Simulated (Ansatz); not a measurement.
Relaxation of the outer planes of the (110) surface of rock-salt NaCl in its 1x1 cell (cut with top plane Cl + Na, bottom plane Cl + Na), outermost plane spacing 2.01 Å in the ideal cut.

The numbers are results of PBE (plane waves to 420 eV, PAW; Ansatz, a first-principles code), not measurements.

Model: 14-atom slab, Cl7Na7, 12.1 Å thick at the start, 6x5x1 mesh, Fermi-Dirac 0.025 eV, dipole correction, all atoms relaxed; held to the start's symmetry, so lower structures may exist; no spin, no spin-orbit, no U.

```json
[
 {"plane": "1", "atoms": "Cl + Na", "bulk spacing to the next (Å)": "2.014", "relaxed spacing (Å)": "…", "change (%)": "…", "rumpling (Å)": "…"},
 {"plane": "2", "atoms": "Cl + Na", "bulk spacing to the next (Å)": "2.014", "relaxed spacing (Å)": "2.070", "change (%)": "2.8", "rumpling (Å)": "0.10 (Na outermost)"}
]
```

Problem. Some entries are withheld; supply them.

Solution. 
- 1, relaxed spacing (Å): 1.867
- 1, change (%): -7.3
- 1, rumpling (Å): 0.21 (Cl outermost)
